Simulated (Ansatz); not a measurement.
**A computed series for P: response to strain**

Base system: P (space group R-3m, No. 166; a cell from a computed database, its experimental status unchecked; relaxed with 0.1 eV smearing).

```
CELL_PARAMETERS angstrom
      1.72014     0.99312     2.92885
     -1.72014     0.99312     2.92885
      0.00000    -1.98625     2.92885
ATOMIC_POSITIONS crystal
  P  0.23387 0.23387 0.23387
  P  0.76613 0.76613 0.76613
```

Cartesian axes are those of the cell as printed.

Strains are applied to the cell and any free atomic positions relax; under biaxial strain the out-of-plane vector relaxes too.

Method: Ansatz (a quantum-chemistry and plane-wave program), PBEsol, PAW, cutoff 420 eV, no spin-orbit coupling.

Notes on the quantities. energy relative to the base: free energy F; pressure: mean of the normal stresses, compression positive.

```csv
case,energy relative to the base,pressure,shortest interatomic distance
base,0 meV/atom,0.0 GPa,2.311 Å
"biaxial strain −1.10 %, plane normal [001], relaxed out of plane",+2.6 meV/atom,1.7 GPa,2.300 Å
"biaxial strain +0.91 %, plane normal [001], relaxed out of plane",+1.8 meV/atom,-1.4 GPa,2.320 Å
"biaxial strain +2.01 %, plane normal [001], relaxed out of plane",+8.8 meV/atom,-3.1 GPa,2.332 Å
isotropic strain −2.22 %,+16 meV/atom,4.9 GPa,2.305 Å
isotropic strain +1.30 %,+5.3 meV/atom,-2.8 GPa,2.323 Å
isotropic strain +2.19 %,+15 meV/atom,-4.5 GPa,2.333 Å
```

Whether these cells are dynamically stable was not tested. This is not the structure that P has at room temperature and ambient pressure.
